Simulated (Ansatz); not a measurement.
## A computed series for HfSiO4: response to strain

Base system: HfSiO4 (space group I4_1/amd, No. 141).

```
CELL_PARAMETERS angstrom
     -3.29107     3.29107     2.98304
      3.29107    -3.29107     2.98304
      3.29107     3.29107    -2.98304
ATOMIC_POSITIONS crystal
  O  0.13333 0.31812 0.81521
  O  0.61667 0.93188 0.68479
  O  0.24708 0.93188 0.31521
  O  0.50292 0.31812 0.18479
  O  0.68188 0.86667 0.18479
  O  0.06812 0.75292 0.68479
  O  0.06812 0.38333 0.31521
  O  0.68188 0.49708 0.81521
  Si 0.50000 0.50000 0.00000
  Si 0.25000 0.75000 0.50000
  Hf 0.75000 0.25000 0.50000
  Hf 0.00000 0.00000 0.00000
```

Cartesian axes are those of the cell as printed.

Strains are applied to the cell and any free atomic positions relax; under biaxial strain the out-of-plane vector relaxes too.

Level of theory: plane-wave PAW DFT at the PBEsol level (Ansatz, a program for electronic structure, 420 eV), scalar-relativistic without spin-orbit coupling.

Candidates:
(a) biaxial strain −4.30 %, plane normal [001], relaxed out of plane
(b) biaxial strain +4.54 %, plane normal [001], relaxed out of plane
(c) biaxial strain −2.26 %, plane normal [001], relaxed out of plane

Order them by out-of-plane strain, highest first.

(a) biaxial strain −4.30 %, plane normal [001], relaxed out of plane (+3.31 %), (c) biaxial strain −2.26 %, plane normal [001], relaxed out of plane (+1.57 %), (b) biaxial strain +4.54 %, plane normal [001], relaxed out of plane (-2.35 %)

No phonon test of stability was made.
